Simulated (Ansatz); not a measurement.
```
CELL_PARAMETERS angstrom
     13.00000     0.00000     0.00000
      0.00000    11.00000     0.00000
      0.00000     0.00000     4.63520
ATOMIC_POSITIONS crystal
  Sn 0.44259 0.50000 0.00000
  Sn 0.55741 0.50000 0.50000
```

Levels: PBE (plane waves to 420 eV, PAW; Ansatz, a program for electronic structure); Ansatz with PBE with spin-orbit coupling. Unmarked values and the geometry are of the first. Mesh 1×1×64. No spin polarisation, so a magnetic state wasn't tested. One-dimensional cell, images about 11 Å apart. A model structure. It keeps the symmetry and period of its start, so it need not be a minimum against all distortions. Pairing along the axis, which can open a gap, is among the distortions not tried. Values not marked SOC lack spin–orbit coupling.

Question: Say what this body is, and give its properties.

Answer: Free zigzag chain of Sn atoms. A hypothetical model.
- PBE gap: none (under 0.01 eV)
- crossings of the Fermi level between Γ and the zone edge (49 points): 2, each for both spins (ideal conductance 2 × 2e²/h)
- PBE+SOC gap at this geometry: 0.17 eV
